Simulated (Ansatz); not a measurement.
# Phonons of SrTiO3 (cubic perovskite, Pm-3m) at temperature

Method: the stochastic self-consistent harmonic approximation in a 2×2×2 supercell, PBEsol density-functional theory in Ansatz (plane waves, PAW). The cell is strained by -1.0 % in length from its relaxed static size. Melting and transitions to other phases are not modelled. No magnetic order is allowed for. Frequencies in cm⁻¹ at q = (0.00, 0.00, 0.50) (fractions of the primitive reciprocal vectors), each column in ascending order, rows equal in every column written once; i marks an imaginary mode. The auxiliary (Gaussian) frequencies are positive by construction; the free-energy Hessian decides stability.

```json
[
 {"harmonic": "112", "Gaussian 100 K": "120", "Hessian 100 K": "114", "Gaussian 300 K": "124", "Hessian 300 K": "117", "Gaussian 800 K": "131", "Hessian 800 K": "123"},
 {"harmonic": "136", "Gaussian 100 K": "155", "Hessian 100 K": "152", "Gaussian 300 K": "160", "Hessian 300 K": "156", "Gaussian 800 K": "170", "Hessian 800 K": "162"},
 {"harmonic": "173", "Gaussian 100 K": "178", "Hessian 100 K": "170", "Gaussian 300 K": "181", "Hessian 300 K": "173", "Gaussian 800 K": "188", "Hessian 800 K": "177"},
 {"harmonic": "174", "Gaussian 100 K": "212", "Hessian 100 K": "203", "Gaussian 300 K": "228", "Hessian 300 K": "218", "Gaussian 800 K": "258", "Hessian 800 K": "242"},
 {"harmonic": "275", "Gaussian 100 K": "290", "Hessian 100 K": "280", "Gaussian 300 K": "294", "Hessian 300 K": "283", "Gaussian 800 K": "306", "Hessian 800 K": "290"},
 {"harmonic": "291", "Gaussian 100 K": "297", "Hessian 100 K": "292", "Gaussian 300 K": "299", "Hessian 300 K": "292", "Gaussian 800 K": "309", "Hessian 800 K": "295"},
 {"harmonic": "316", "Gaussian 100 K": "324", "Hessian 100 K": "321", "Gaussian 300 K": "327", "Hessian 300 K": "322", "Gaussian 800 K": "333", "Hessian 800 K": "325"},
 {"harmonic": "539", "Gaussian 100 K": "541", "Hessian 100 K": "536", "Gaussian 300 K": "544", "Hessian 300 K": "536", "Gaussian 800 K": "544", "Hessian 800 K": "529"},
 {"harmonic": "544", "Gaussian 100 K": "549", "Hessian 100 K": "545", "Gaussian 300 K": "552", "Hessian 300 K": "546", "Gaussian 800 K": "565", "Hessian 800 K": "552"},
 {"harmonic": "788", "Gaussian 100 K": "781", "Hessian 100 K": "766", "Gaussian 300 K": "782", "Hessian 300 K": "760", "Gaussian 800 K": "780", "Hessian 800 K": "745"}
]
```

```yaml
pressure at 100 K in this cell: 7.22 ± 0.05 GPa
pressure at 300 K in this cell: 7.91 ± 0.03 GPa
pressure at 800 K in this cell: 10.06 ± 0.06 GPa
pressure near 100 K by path-integral sampling of the fitted surface: 7.07 GPa
pressure near 300 K by path-integral sampling of the fitted surface: 7.79 GPa
pressure near 800 K by path-integral sampling of the fitted surface: 10.04 GPa
static_pressure: 6.00 GPa
```

Over all wave vectors of the supercell the softest harmonic mode is 97i cm⁻¹ at q = (0.50, 0.50, 0.50); the softest of the Hessian is 20 cm⁻¹ at q = (0.50, 0.50, 0.50) at 100 K (error 2; the run's verdict: stable), 45 cm⁻¹ at q = (0.50, 0.50, 0.50) at 300 K (error 3; the run's verdict: stable), 78 cm⁻¹ at q = (0.50, 0.50, 0.50) at 800 K (error 2; the run's verdict: stable). A stable verdict is local, and a supercell this small can stiffen soft modes, so the symmetric phase can look stable where the real crystal is distorted.

Ansatz is a program for electronic structure.
